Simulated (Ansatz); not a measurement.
InSe (P-6m2, No. 187; cell taken from a computed entry)

The numbers are results of r²SCAN in Ansatz (plane waves, PAW), not measurements.

Numerical settings: plane-wave cutoff 560 eV, 12×12×2 k mesh (along the axes of the cell as run), Fermi–Dirac smearing 0.01 eV, scalar-relativistic PAW data made under PBE.

Cell (relaxed at this level):

```cif
data_In4Se4
_chemical_formula_sum 'In4 Se4'
_space_group_name_H-M_alt 'P 1'
_space_group_IT_number 1
_cell_length_a 4.04347
_cell_length_b 4.04347
_cell_length_c 17.39316
_cell_angle_alpha 90.000
_cell_angle_beta 90.000
_cell_angle_gamma 120.000
loop_
_space_group_symop_operation_xyz
  'x, y, z'
loop_
_atom_site_label
_atom_site_type_symbol
_atom_site_fract_x
_atom_site_fract_y
_atom_site_fract_z
_atom_site_occupancy
In1 In 0.00000 0.00000 0.58045 1
In2 In 0.00000 0.00000 0.41955 1
In3 In 0.33333 0.66667 0.91956 1
In4 In 0.33333 0.66667 0.08044 1
Se1 Se 0.66667 0.33333 0.84718 1
Se2 Se 0.66667 0.33333 0.15282 1
Se3 Se 0.33333 0.66667 0.65283 1
Se4 Se 0.33333 0.66667 0.34717 1
```

For InSe (P-6m2, No. 187; cell taken from a computed entry), the band gap is 0.93 eV (on the SCF k mesh).

Note: the cell comes from a level without a dispersion term, which matters for the spacing of layers, chains or molecules; the relaxation could not lower the start's symmetry, so the cell can be a saddle point above a distorted one; the cell has widely spaced layers and the level no dispersion term, so their spacing and the moduli can rest on weak binding.

Spin–orbit coupling is not included.

The computed numbers hold no vibrational or temperature effects.

Computing time: roughly 13 core-minutes.

Ansatz is an electronic-structure program.
